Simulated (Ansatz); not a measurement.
Worked example: self-consistent single point of CoSi (R3, 8 atoms in the cell) in Ansatz (a program for electronic structure).

Method of the run: LDA (PW92), default PAW files made with PBE (plane waves; Ansatz).

```xyz
8
Lattice="4.4267 0.0000 0.0000 0.0000 4.4267 0.0000 0.0000 0.0000 4.4267" Properties=species:S:1:pos:R:3 pbc="T T T"
Co     3.7892     2.8508     1.5759
Co     1.5759     3.7892     2.8508
Co     0.6663     0.6663     0.6663
Co     2.8508     1.5759     3.7892
Si     0.6950     1.5184     2.9083
Si     2.9083     0.6950     1.5184
Si     3.7317     3.7317     3.7317
Si     1.5184     2.9083     0.6950
```

Reference input (self-consistent single point, DFT, LDA (PW92), plane waves, default PAW files made with PBE): basis.ecutwfc = 420 eV; kpoints.mp_grid.grid = 8 8 8; hamiltonian.xc = lda; hamiltonian.pseudopotentials = {kind: paw} (the program's default PAW files); scf.occupations.method = gaussian; scf.occupations.width = 0.1 eV. This run's input differs from it in these lines:

Ansatz 0.2 input:
```diff
@@ -17,3 +17,3 @@
 kpoints:
-  mp_grid: { grid: [8, 8, 8] }
+  mp_grid: { grid: [13, 13, 13] }
 hamiltonian:
@@ -22,3 +22,3 @@
 scf:
-  occupations: { method: gaussian, width: 0.1 }
+  occupations: { method: fermi_dirac, width: 0.3 }
 output:
```

Output (repeated stretches shortened):

```
SCF iter   1: F=—  HF=-22692.121462 eV  |F-HF|=—  |Δ(HF+E_count)|=         —  Δρ=1.17e-2  dr2=4.37e-2  ethr=1.77e-3  ⟨swp⟩=6.6  Hψ=77477  notcnv=0
all-band conjugate gradients solve this SCF's bands
preconditioner: auto → Kerker (q_TF=auto, 2.714 Å⁻¹)
SCF iter   2: F=—  HF=-22692.112024 eV  |F-HF|=—  |Δ(HF+E_count)|=   9.44e-3  Δρ=4.75e-3  dr2=7.75e-3  ethr=5.21e-5  ⟨swp⟩=2.3  Hψ=33518  notcnv=0
SCF iter   3: F=—  HF=-22692.110530 eV  |F-HF|=—  |Δ(HF+E_count)|=   1.49e-3  Δρ=1.13e-3  dr2=7.19e-4  ethr=9.22e-6  ⟨swp⟩=2.0  Hψ=35728  notcnv=0
SCF iter   4: F=—  HF=-22692.110316 eV  |F-HF|=—  |Δ(HF+E_count)|=   2.14e-4  Δρ=2.00e-4  dr2=2.83e-5  ethr=8.56e-7  ⟨swp⟩=2.0  Hψ=21641  notcnv=0
SCF iter   5: F=—  HF=-22692.110326 eV  |F-HF|=—  |Δ(HF+E_count)|=   1.01e-5  Δρ=7.45e-5  dr2=2.85e-6  ethr=3.37e-8  ⟨swp⟩=2.0  Hψ=29799  notcnv=0
SCF iter   6: F=—  HF=-22692.110326 eV  |F-HF|=—  |Δ(HF+E_count)|=   4.54e-7  Δρ=2.12e-5  dr2=2.44e-7  ethr=3.39e-9  ⟨swp⟩=2.4  Hψ=32566  notcnv=0
SCF iter   7: F=-22692.110326 eV  HF=-22692.110326 eV  |F-HF|=7.16e-8  |Δ(HF+E_count)|=   2.40e-8  Δρ=1.18e-5  dr2=7.77e-8  ethr=1.19e-10  ⟨swp⟩=5.3  Hψ=68714  notcnv=0
SCF 1 converged in 7 iterations: F = -22692.110326 eV  dr2 = 7.77e-8
Free energy (F): -22692.110326 eV
Internal energy: -22690.973296 eV  (E = F + TS)
E sigma→0 (E₀):  -22691.541811 eV
Entropy (-TS):   -1.137030 eV (-142.129 meV/atom)
Fermi energy:    16.643794 eV
--- Forces (eV/Å), atoms counted from 1 ---
  atom   1  Co     0.03270063     0.05018390     0.01537659
  atom   2  Co     0.01537659     0.03270063     0.05018390
  atom   3  Co    -0.31526920    -0.31526920    -0.31526920
  atom   4  Co     0.05018390     0.01537659     0.03270063
  atom   5  Si     0.03217929    -0.00389215     0.09895298
  atom   6  Si     0.09895298     0.03217929    -0.00389215
  atom   7  Si     0.08977538     0.08977538     0.08977538
  atom   8  Si    -0.00389215     0.09895298     0.03217929
--- Stress (GPa, compression-positive) ---
      -10.142468      -0.030438      -0.030438
       -0.030438     -10.142468      -0.030438
       -0.030438      -0.030438     -10.142468
  P = ⅓ Tr σ = -10.1425 GPa (-101.425 kbar)
  The stress holds the Pulay correction. Without it, at fixed plane waves, as pw.x and ABINIT print it: P = -10.3034 GPa
```

The run converged in 7 iterations. Against the reference run the free energy goes down by 58.8 meV/atom, the pressure goes from -11.98 to -10.14 GPa and the largest force goes from 0.518 to 0.546 eV/Å.

The starting cell has typed, rounded lattice constants, without a prior relaxation at this level. Its lattice was rescaled by up to half a per cent. One atom was moved a little off its site on purpose. Spin polarisation is off. With a pressure of about -10 GPa the cell is away from its equilibrium volume at this level. Ansatz's pressure includes its estimate of the finite-basis (Pulay) stress.

Cost on one core of a shared machine: roughly 3 min.
